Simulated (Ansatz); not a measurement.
The starting structures come from a database of crystals and need not be the phases stable at ambient conditions.

 Where the default PAW files enter, the runs use the earlier of Ansatz's two default sets.

Here is the system:

```xyz
12
Lattice="5.6209 0.0000 0.0000 -2.3285 5.1159 0.0000 1.6462 2.5579 4.7266" Properties=species:S:1:pos:R:3 pbc="T T T"
Hf     0.0000     0.0000     0.0000
Hf     0.4820     5.1159     2.3633
Si     4.4566     2.5579     2.3633
Si     1.6462     2.5579     0.0000
O      4.6234     5.5674     3.8517
O      5.7877     3.0094     3.2383
O      1.5057     3.9564     0.8749
O      4.3162     3.9564     1.4884
O      3.1256     2.1065     3.2383
O      1.7867     1.1595     0.8749
O      4.5971     1.1595     1.4884
O      1.9614     4.6644     3.8517
```

Space group of this cell: I4_1/amd. The cell is strained (all lengths scaled by 1.02); by r2SCAN its mean pressure is -11.8 GPa.

Transport runs along the normal of the first two printed cell vectors, the (110) plane of the conventional cell.

No gap correction and no spin-orbit coupling; mid-gap values are interpolated between computed energies.

Question: Compute, with r2SCAN in Ansatz (a program for electronic structure), the band gap and the smallest decay constant κ at mid-gap.

Answer: Gap 5.78 eV on a 8×8×8 mesh; κ = 0.442 1/Å, at the zone centre.
